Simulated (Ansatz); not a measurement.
An Ansatz (an electronic-structure program) run: SnO with a change (isotropic strain +0.60 %); Ansatz, PBE-D3(BJ), PAW, cutoff 420 eV, scalar-relativistic without spin-orbit coupling.

Input:

Ansatz 0.2 input:
```yaml
crystal:
  lattice:
    - [3.8601138914, 0, 0]
    - [0, 3.8601138914, 0]
    - [0, 0, 4.7873649437]
  atoms:
    - { symbol: Sn, position: [0.5, 0, 0.7565682442] }
    - { symbol: Sn, position: [0, 0.5, 0.2434317558] }
    - { symbol: O, position: [0.5, 0.5, 0] }
    - { symbol: O, position: [0, 0, 0] }
basis: { ecutwfc: 420, ecutrho_ratio: 4, xc_grid: 2, fft_grid_basis: typed }
kpoints: { mp_grid: { grid: [12, 12, 10] } }
hamiltonian:
  xc: pbe
  dispersion: d3bj
  pseudopotentials: { kind: paw }
scf: { occupations: { method: fermi_dirac, width: 0.05 }, convergence: { dr2_threshold: 0.0000000004 } }
relax: { f_tol: 0.005, max_steps: 50 }
output: { forces: true, stress: true }
checkpoint: { write: state.ck, write_every: 1000 }
```

Output (explanatory and most iteration lines left out):

```
Relaxation: its limit of steps is 50 (relax.max_steps)
Pseudopotential: Sn, paw, valence charge 14
Pseudopotential: O, paw, valence charge 6
Crystal: 4 atoms, lattice volume = 71.334 Å³
Basis set: ecut = 420 eV, 1391 PW (Γ), exchange–correlation on 54×54×64 points (8 copies of the dense FFT grid, shifted against one another)
Bands: 24, of which v1, the nominal top of the filled ones, is band 20 counted from 1 (19 counted from 0)
Symmetry: 16 space group operations
Space group: P4/nmm (ITA 129), of the structure as read, at distance tolerance 4.1e-5 Å
k-points: 168 of 1440
Functional: x = pbe(κ = 0.804, μ = 0.2195149727645171), c = pbe(β = 0.06672455060314922)
SCF iter   1: F=—  HF=-13184.303774 eV  |F-HF|=—  |Δ(HF+E_count)|=         —  Δρ=1.42e-3  dr2=5.99e-4  ethr=1.77e-3  ⟨swp⟩=6.1  Hψ=18839  notcnv=0
SCF iter   2: F=—  HF=-13184.303331 eV  |F-HF|=—  |Δ(HF+E_count)|=   4.42e-4  Δρ=8.23e-4  dr2=3.42e-4  ethr=1.50e-6  ⟨swp⟩=2.1  Hψ=8861  notcnv=0
SCF 1 converged in 8 iterations: F = -13184.303658 eV  dr2 = 3.79e-10
relax step   1: F+E_penalty+E_count = -13184.30365811 eV  Δ(F+E_penalty+E_count) = +0.000e0 eV  max|allowed force component| = 2.270e-1 eV/Å  Δτ_max = 0.0000 Å  (8 SCF iters, accepted)
Crystal: 4 atoms, lattice volume = 71.334 Å³
SCF iter   1: F=—  HF=-13184.305224 eV  |F-HF|=—  |Δ(HF+E_count)|=         —  Δρ=2.54e-3  dr2=2.72e-3  ethr=6.99e-6  ⟨swp⟩=2.0  Hψ=14633  notcnv=0
SCF iter   2: F=—  HF=-13184.304533 eV  |F-HF|=—  |Δ(HF+E_count)|=   6.91e-4  Δρ=1.09e-3  dr2=6.63e-4  ethr=6.80e-6  ⟨swp⟩=3.0  Hψ=7583  notcnv=0
SCF 2 converged in 8 iterations: F = -13184.304356 eV  dr2 = 2.89e-10
relax step   2: F+E_penalty+E_count = -13184.30435596 eV  Δ(F+E_penalty+E_count) = -6.978e-4 eV  max|allowed force component| = 1.995e-1 eV/Å  Δτ_max = 0.0239 Å  (8 SCF iters, accepted)
Crystal: 4 atoms, lattice volume = 71.334 Å³
SCF iter   1: F=—  HF=-13184.306752 eV  |F-HF|=—  |Δ(HF+E_count)|=         —  Δρ=1.17e-3  dr2=5.76e-4  ethr=1.44e-5  ⟨swp⟩=3.4  Hψ=11451  notcnv=0
SCF iter   2: F=—  HF=-13184.306614 eV  |F-HF|=—  |Δ(HF+E_count)|=   1.39e-4  Δρ=5.44e-4  dr2=1.60e-4  ethr=1.44e-6  ⟨swp⟩=2.0  Hψ=8640  notcnv=0
SCF 3 converged in 8 iterations: F = -13184.306568 eV  dr2 = 2.83e-10
relax step   3: F+E_penalty+E_count = -13184.30656826 eV  Δ(F+E_penalty+E_count) = -2.212e-3 eV  max|allowed force component| = 1.677e-3 eV/Å  Δτ_max = 0.0110 Å  (8 SCF iters, accepted)
SCF converged after 8 iterations
Free energy (F): -13184.306568 eV
Internal energy: -13184.306043 eV  (E = F + TS)
E sigma→0 (E₀):  -13184.306306 eV
Entropy (-TS):   -0.000525 eV (-0.131 meV/atom)
Fermi energy:    9.726716 eV
  E_disp       = -0.922634  (pairwise vdW)
--- Forces (eV/Å), atoms counted from 1 ---
  atom   1  Sn     0.00000000     0.00000000    -0.00167728
  atom   2  Sn     0.00000000     0.00000000     0.00167728
  atom   3  O      0.00000000     0.00000000     0.00000000
  atom   4  O      0.00000000     0.00000000    -0.00000000
--- Stress (GPa, compression-positive) ---
       -1.090990       0.000000       0.000000
        0.000000      -1.090990       0.000000
        0.000000       0.000000      -0.372491
  P = ⅓ Tr σ = -0.8515 GPa (-8.515 kbar)
--- Relaxed structure (3 steps of the walk, 3 accepted, 0 SCFs on fresh bases) ---
  atoms:
    - { symbol: Sn, position: [0.5, -7.308557522768562e-38, 0.759259841890397] }
    - { symbol: Sn, position: [-3.6542787613842814e-37, 0.5, 0.24074015810960292] }
    - { symbol: O, position: [0.5, 0.5, 0.0] }
    - { symbol: O, position: [4.141515929568852e-37, 7.308557522768562e-38, 0.0] }
```

Whether these cells are dynamically stable was not tested. The cell was made from SnO (space group P4/nmm, No. 129; layered, stacked along the Cartesian z axis) by this change: isotropic strain +0.60 %.
